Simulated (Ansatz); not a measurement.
Consider KTaO3 in the cubic perovskite structure (space group Pm-3m, No. 221; a = 3.952 Å). Axes: x, y, z lie along the cube axes.

Computed with LDA (Ansatz, an electronic-structure program), spin-orbit coupling left out.

For the base:

The band gap is 2.13 eV.

Now apply this change: compressive biaxial strain of 2.50 % in the plane normal to [111], as in epitaxy on a mismatched substrate; the out-of-plane cell vector and the atoms relax.

Question: What does the calculation give for the energy relative to the base after the change?

Answer: The energy increases by 19 meV/atom.

Question: Estimate the effect on the out-of-plane strain.

Answer: The out-of-plane strain amounts to +2.24 %.

Question: What happens to the in-plane stress?

Answer: The mean in-plane stress (compression positive) amounts to +9.8 GPa.

Question: What happens to the band gap?

Answer: The band gap shrinks by 0.04 eV to 2.09 eV.

With Ta present, leaving out spin-orbit coupling can change the band edges. Stability against distortions was not tested.
